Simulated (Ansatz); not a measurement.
A self-consistent single point of NaTl (R3m, 4 atoms in the cell) with Ansatz (a quantum-chemistry and plane-wave program).

Method: LDA (PW92), default PAW files made with PBE (plane waves; Ansatz).

```xyz
4
Lattice="0.0000 3.7506 3.7506 3.7506 0.0000 3.7506 3.7506 3.7506 0.0000" Properties=species:S:1:pos:R:3 pbc="T T T"
Na     3.7794     3.7794     3.7794
Na     5.6259     5.6259     5.6259
Tl     0.0000     0.0000     0.0000
Tl     1.8753     1.8753     1.8753
```

Reference input (self-consistent single point, DFT, LDA (PW92), plane waves, default PAW files made with PBE): basis.ecutwfc = 420 eV; kpoints.mp_grid.grid = 8 8 8; hamiltonian.xc = lda; hamiltonian.pseudopotentials = {kind: paw} (the program's default PAW files); scf.occupations.method = gaussian; scf.occupations.width = 0.1 eV. This run's input differs from it in these lines:

Ansatz 0.2 input:
```diff
@@ -14,3 +14,3 @@
 kpoints:
-  mp_grid: { grid: [8, 8, 8] }
+  mp_grid: { grid: [13, 13, 13] }
 hamiltonian:
@@ -19,3 +19,3 @@
 scf:
-  occupations: { method: gaussian, width: 0.1 }
+  occupations: { method: gaussian, width: 0.5 }
 output:
```

Output, abridged:

```
SCF iter   1: F=—  HF=-25227.135133 eV  |F-HF|=—  |Δ(HF+E_count)|=         —  Δρ=5.91e-3  dr2=1.98e-2  ethr=1.77e-3  ⟨swp⟩=5.1  Hψ=23824  notcnv=0
all-band conjugate gradients solve this SCF's bands
preconditioner: auto → Kerker (q_TF=auto, 2.358 Å⁻¹)
SCF iter   2: F=—  HF=-25227.120799 eV  |F-HF|=—  |Δ(HF+E_count)|=   1.43e-2  Δρ=1.91e-3  dr2=3.02e-3  ethr=4.49e-5  ⟨swp⟩=2.9  Hψ=12858  notcnv=0
SCF iter   3: F=—  HF=-25227.120046 eV  |F-HF|=—  |Δ(HF+E_count)|=   7.53e-4  Δρ=5.02e-4  dr2=5.03e-4  ethr=6.87e-6  ⟨swp⟩=3.0  Hψ=12898  notcnv=0
SCF iter   4: F=—  HF=-25227.120010 eV  |F-HF|=—  |Δ(HF+E_count)|=   3.60e-5  Δρ=1.45e-4  dr2=5.87e-5  ethr=1.14e-6  ⟨swp⟩=2.1  Hψ=7277  notcnv=0
SCF iter   5: F=—  HF=-25227.119986 eV  |F-HF|=—  |Δ(HF+E_count)|=   2.38e-5  Δρ=5.10e-5  dr2=3.46e-6  ethr=1.33e-7  ⟨swp⟩=2.1  Hψ=7797  notcnv=0
SCF iter   6: F=—  HF=-25227.119985 eV  |F-HF|=—  |Δ(HF+E_count)|=   9.24e-7  Δρ=2.66e-5  dr2=4.60e-7  ethr=7.87e-9  ⟨swp⟩=2.0  Hψ=11153  notcnv=0
SCF iter   7: F=-25227.119985 eV  HF=-25227.119985 eV  |F-HF|=4.00e-11  |Δ(HF+E_count)|=   2.27e-7  Δρ=4.50e-6  dr2=2.09e-8  ethr=2.27e-10  ⟨swp⟩=5.4  Hψ=27312  notcnv=0
SCF 1 converged in 7 iterations: F = -25227.119985 eV  dr2 = 2.09e-8
Free energy (F): -25227.119985 eV
Internal energy: -25226.933071 eV  (E = F + TS)
E sigma→0 (E₀):  -25227.026528 eV
Entropy (-TS):   -0.186914 eV (-46.729 meV/atom)
Fermi energy:    7.204584 eV
--- Forces (eV/Å), atoms counted from 1 ---
  atom   1  Na    -0.03617552    -0.03617552    -0.03617552
  atom   2  Na     0.01589368     0.01589368     0.01589368
  atom   3  Tl     0.00275278     0.00275278     0.00275278
  atom   4  Tl     0.01752840     0.01752840     0.01752840
--- Stress (GPa, compression-positive) ---
       -1.421700       0.013985       0.013985
        0.013985      -1.421700       0.013985
        0.013985       0.013985      -1.421700
  P = ⅓ Tr σ = -1.4217 GPa (-14.217 kbar)
  The stress holds the Pulay correction. Without it, at fixed plane waves, as pw.x and ABINIT print it: P = -1.4422 GPa
```

The run converged in 7 iterations. Against the reference run the free energy drops by 21.4 meV/atom, the pressure goes from -1.66 to -1.42 GPa and the largest force moves little (0.062 to 0.063 eV/Å).

The starting cell comes from a database of computed structures (which also holds hypothetical and non-ambient phases and stackings), without a prior relaxation at this level. Its lattice was rescaled by up to half a per cent. One atom was moved a little off its site on purpose. Ansatz's pressure includes its estimate of the finite-basis (Pulay) stress.

Cost on one core of a shared machine: roughly 50 s.
